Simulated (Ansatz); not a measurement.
# SrGeO3 (space group P-62m, No. 189; a cell from a computed database, its experimental status unchecked)

```xyz
15
Lattice="6.9046 0.0000 0.0000 -3.4523 5.9796 0.0000 0.0000 0.0000 5.7202" Properties=species:S:1:pos:R:3 pbc="T T T"
Sr    -1.1564     2.0030     2.8601
Sr     2.3129     0.0000     2.8601
Sr     2.2959     3.9766     2.8601
Ge     0.9375     1.6239     0.0000
Ge    -2.5148     4.3557     0.0000
Ge     5.0296     0.0000     0.0000
O      2.5961     4.4966     0.0000
O     -0.8562     1.4830     0.0000
O      1.7124     0.0000     0.0000
O      1.2526     2.1696     1.6082
O     -2.1997     3.8100     4.1120
O      4.3994     0.0000     1.6082
O      1.2526     2.1696     4.1120
O     -2.1997     3.8100     1.6082
O      4.3994     0.0000     4.1120
```

All numbers come from PBEsol in Ansatz (plane waves to 420 eV, PAW, no spin-orbit coupling). k-mesh 5×5×5 (Γ-centred); smearing 0.05 eV (Fermi–Dirac).

```json
{
 "volume_per_atom": "15.74 Å³",
 "density": "4.39 g/cm³",
 "band_gap": "3.01 eV, direct at Γ",
 "electron_mass": "0.32 mₑ along c, 0.43 mₑ across",
 "Lowest conduction-band minima above the VBM": "Γ 3.01 eV",
 "total_energy": "-1886.377 eV/atom (σ→0; compares only within this code and set-up)"
}
```

Effective masses come from finite differences of ±0.01 Å⁻¹. Stability against distortions was not tested.

Ansatz is a program for electronic structure.
